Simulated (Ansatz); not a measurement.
Base system: AlN in the zinc blende structure (space group F-43m, No. 216).

```
CELL_PARAMETERS angstrom
      0.00000     2.18887     2.18887
      2.18887     0.00000     2.18887
      2.18887     2.18887     0.00000
ATOMIC_POSITIONS crystal
  Al 0.00000 0.00000 0.00000
  N  0.25000 0.25000 0.25000
```

Calculations: PBEsol, PAW, 420 eV (Ansatz, a program for electronic structure; no spin-orbit coupling).

One change was made to it. Results:

The volume per atom decreases by 0.05 Å³ to 10.44 Å³; the electron mass is still 0.52 mₑ along k, 0.32 mₑ across (at X).

Question: Which change produced these results?
A) pressure 22.5 GPa
B) pressure −2 GPa
C) pressure −1 GPa
D) pressure 9 GPa
E) pressure 0.9 GPa

Answer: E, pressure 0.9 GPa. For comparison, the volume per atom in the other runs: pressure −2 GPa gives 10.59 Å³; pressure 22.5 GPa gives 9.55 Å³; pressure 9 GPa gives 10.06 Å³; pressure −1 GPa gives 10.54 Å³.

The levels and masses belong to the bands next to the band gap. Load acts through the strain it causes; cell and atoms are relaxed under it. Masses are band curvatures over ±0.01 Å⁻¹ around the edge. Along k means along the line from Γ to the band edge. Whether these cells are dynamically stable was not tested. Tetrahedral semiconductors of this kind turn to denser phases somewhere between about 1 and 50 GPa; those were not computed, so compressed cells here can lie past the real transition. This is not the structure that AlN has at room temperature and ambient pressure.
